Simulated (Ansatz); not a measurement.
H interstitial started on O in rock-salt CaO (start: bound to O, open side; 64-site cell, 2×2×2 shifted sampling). Computed with PBE, PAW (plane waves to 420 eV; Ansatz, a quantum-chemistry and plane-wave program). Total energies of the localised charge states, counted from that of charge +1, and their image corrections (point charge with alignment); the host's valence-band maximum lies at 7.525 eV on the cells' energy zero and its gap is 3.66 eV.

| charge | moment (μB) | E − E(first) (eV) | correction (eV) |
|---|---|---|---|
| +1 | not spin-polarised | 0.000 | 0.170 |
| 0 | 1.0 | 11.188 | 0.000 |
| −1 | not spin-polarised | 20.242 | 0.115 |

Question: Derive the transition levels above the valence-band maximum and say which of them are thermodynamic.

Answer: A level is the Fermi energy at which two charges have equal formation energy: ε(q/q′) = [E(q′) + corr(q′) − E(q) − corr(q)] / (q − q′) − E_VBM.
ε(+1/0) = [(11.188 + 0.000) − (0.000 + 0.170)] / 1 − 7.525 = 3.49 eV
ε(0/−1) = [(20.242 + 0.115) − (11.188 + 0.000)] / 1 − 7.525 = 1.64 eV
Charge 0 lies above the lower envelope where its neighbours cross, so the level that counts is ε(+1/−1) = [(20.242 + 0.115) − (0.000 + 0.170)] / 2 − 7.525 = 2.57 eV.
Thermodynamic levels at least 0.1 eV inside the gap: (+1/−1) at 2.57 eV. They hold to tenths of an eV in this cell. Only the charges listed were compared. The geometries come from one start.
